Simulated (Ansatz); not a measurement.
## Rh: energy against strain

Rh (fcc, Fm-3m, 13.735 Å³/atom at rest) under an equal strain ε in the (001) plane with the normal axis free, as in a coherent film. r2SCAN in Ansatz, a plane-wave DFT program (PAW, default set), 500 eV, 30×30×30 Γ-centred mesh, Fermi-Dirac smearing 0.10 eV; ions are relaxed within the symmetry of each cell.

Here s stands for strain and y for E less E0.

| strain (%) | E less E0 (meV/atom) |
|---|---|
| -3.00 | ? |
| -1.50 | 8.90 |
| -1.00 | 3.74 |
| -0.50 | 0.81 |
| 0.00 | 0.00 |
| 0.50 | 1.20 |
| 1.00 | 4.31 |
| 1.50 | 9.22 |

Question: Fit y against s with a parabola, and predict the withheld value at s = -3.00.

Answer: Least squares gives y = -0.001 + 0.1779·s + 4.0271·s². Residuals (row less fit): 0.107, -0.108, -0.107, 0.001, 0.105, 0.106, -0.107; standard error 0.131 (degrees of freedom: 4). Twice the quadratic coefficient over the volume, 2 × 4.0271 meV × 10⁴ × 0.1602 / 13.735 Å³, is twice the biaxial elastic modulus of this plane = 940 ± 13 GPa. At the withheld row, y = -0.001 + 0.1779 × (-3.0) + 4.0271 × (-3.0)² = 35.709 meV/atom. The calculation gives 38.81 meV/atom, 3.101 meV/atom above the prediction (8.0 % of the range of y in the table). The row lies outside the fitted rows, so this is an extrapolation. From the scatter of the fitted rows alone, a prediction at this place has a standard error of 0.500 meV/atom, so the miss is 6.2 times that.

One order more, fitted to all 13 runs of the series, follows each within 0.01, so the miss is the next term of a smooth law. In a metal these values are sensitive to mesh and smearing; energies are taken to zero smearing, stresses follow the free energy. Rows are the converged runs of the series near zero and its far end; series whose fitted rows scatter by over a few per cent of the range, as at a crossing or softening among them, aren't shown in this form. Most that stay on the fit to the last digits aren't either.
